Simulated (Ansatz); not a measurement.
# Pressure series in hypothetical P-6m2 GaN

Start from GaN (space group P-6m2, No. 187; a = 2.980 Å, c = 2.685 Å; a hypothetical phase, not in the database extracts checked).

Cell and atoms are relaxed at each pressure.

Computed with PBE in Ansatz (plane waves to 420 eV, PAW, no spin-orbit coupling).

Two rows of this table had their results exchanged by mistake.

```
pressure          volume per atom (Å³)  shortest distance (Å)  band gap
----------------  --------------------  ---------------------  --------
pressure −2 GPa                  10.45                  2.191      zero
pressure −1 GPa                  10.38                  2.186      zero
pressure 0.3 GPa                 10.30                  2.181      zero
pressure 0.7 GPa                 10.28                  2.179      zero
pressure 1.5 GPa                 10.23                  2.176      zero
pressure 3 GPa                   10.15                  2.170      zero
pressure 5 GPa                    9.80                  2.145      zero
pressure 7.5 GPa                  9.91                  2.153      zero
pressure 10 GPa                  10.04                  2.162      zero
```

Which two?

The rows for pressure 5 GPa and pressure 10 GPa: the volume has to fall steadily with pressure, so 10.04 Å³ belongs to pressure 5 GPa and 9.80 Å³ to pressure 10 GPa.

Load acts through the strain it causes; cell and atoms are relaxed under it. Whether these cells are dynamically stable was not tested. Competing high-pressure phases were not computed. The final runs are not spin-polarised.

Ansatz is an electronic-structure program.
